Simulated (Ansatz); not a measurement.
Band structure of Zr4CuNi (I422, 6 atoms in the cell).

```
Zr4CuNi
1.0
   -3.29512     3.29512     2.60385
    3.29512    -3.29512     2.60385
    3.29512     3.29512    -2.60385
Zr Cu Ni
4 1 1
Direct
  0.41119   0.91119   0.82238
  0.91119   0.08881   0.50000
  0.08881   0.58881   0.17762
  0.58881   0.41119   0.50000
  0.50000   0.50000   0.00000
  0.00000   0.00000   0.00000
```

Method of the run: PBEsol, PAW files made with PBE (plane waves; Ansatz, a first-principles code).

Settings: basis.ecutwfc = 420 eV; kpoints.mp_grid.grid = 5 5 5; hamiltonian.xc = pbesol; hamiltonian.pseudopotentials = {kind: paw} (the program's default PAW files); scf.occupations.method = gaussian; scf.occupations.width = 0.136 eV; kpoints.band_path.npoints = 8.

The starting cell comes from a database of computed structures (which also holds hypothetical and non-ambient phases and stackings), without a prior relaxation at this level. Spin polarisation is off.

Levels in eV from the Fermi level, bands 40 to 47:
| point | 40 | 41 | 42 | 43 | 44 | 45 | 46 | 47 |
|---|---|---|---|---|---|---|---|---|
| Γ | -0.47 | -0.47 | -0.42 | -0.14 | 0.24 | 0.24 | 0.34 | 1.72 |
| X | -0.88 | -0.83 | -0.70 | -0.13 | 0.20 | 0.41 | 0.61 | 1.66 |
| M | -0.72 | -0.72 | -0.54 | -0.05 | 0.54 | 0.99 | 1.03 | 1.15 |
| Z | -0.87 | -0.54 | -0.54 | -0.04 | 0.61 | 1.22 | 1.24 | 1.40 |
| P | -0.31 | -0.16 | -0.13 | -0.12 | -0.12 | 0.25 | 0.46 | 0.97 |
| N | -0.63 | -0.27 | -0.25 | 0.31 | 0.48 | 0.63 | 0.68 | 0.88 |
| Z1 | -0.87 | -0.54 | -0.54 | -0.04 | 0.61 | 1.22 | 1.24 | 1.40 |

Bands cross the Fermi level along this path, so the cell is metallic at this level.

Keys are those of Ansatz 0.2.
